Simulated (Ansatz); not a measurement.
Take ScF$_{3}$ in the ReO3 type structure (space group Pm-3m, No. 221) as the base.

```cif
data_F3Sc
_chemical_formula_sum 'Sc1 F3'
_space_group_name_H-M_alt 'P 1'
_space_group_IT_number 1
_cell_length_a 4.02048
_cell_length_b 4.02048
_cell_length_c 4.02048
_cell_angle_alpha 90.000
_cell_angle_beta 90.000
_cell_angle_gamma 90.000
loop_
_space_group_symop_operation_xyz
  'x, y, z'
loop_
_atom_site_label
_atom_site_type_symbol
_atom_site_fract_x
_atom_site_fract_y
_atom_site_fract_z
_atom_site_occupancy
Sc1 Sc 0.00000 0.00000 0.00000 1
F1 F 0.00000 0.00000 0.50000 1
F2 F 0.50000 0.00000 0.00000 1
F3 F 0.00000 0.50000 0.00000 1
```

Level of theory: PBEsol (Ansatz, a program for electronic structure; PAW; 420 eV plane waves; no spin-orbit coupling).

Before the change:

| Quantity | Result |
|---|---|
| Gap between the host's bands | 6.26 eV |
| Gap character | indirect, R → Γ |

The change: hole doping at 7.0×10^21 cm⁻³ (0.455 per cell), with a uniform compensating background at fixed cell and a 300 K Fermi–Dirac width.

### Question
Predict the new gap between the host's bands.

### Answer
The gap between the host's bands goes up by 0.39 eV to 6.65 eV.

### Question
What does the calculation give for the Fermi level from band edge after the change?

### Answer
The Fermi level relative to the doped band's edge (positive inside the band; to 0.05 eV) is +0.10 eV.

### Question
Estimate the effect on the gap character.

### Answer
The gap character is still indirect, R → Γ.

Carriers are added with a uniform compensating background; total energy and stress of such cells depend on the potential's zero and are not compared; many-body gap narrowing is missing at this level. Whether these cells are dynamically stable was not tested. The base started in R32 and relaxed to Pm-3m at this level. All final runs are without spin polarisation.
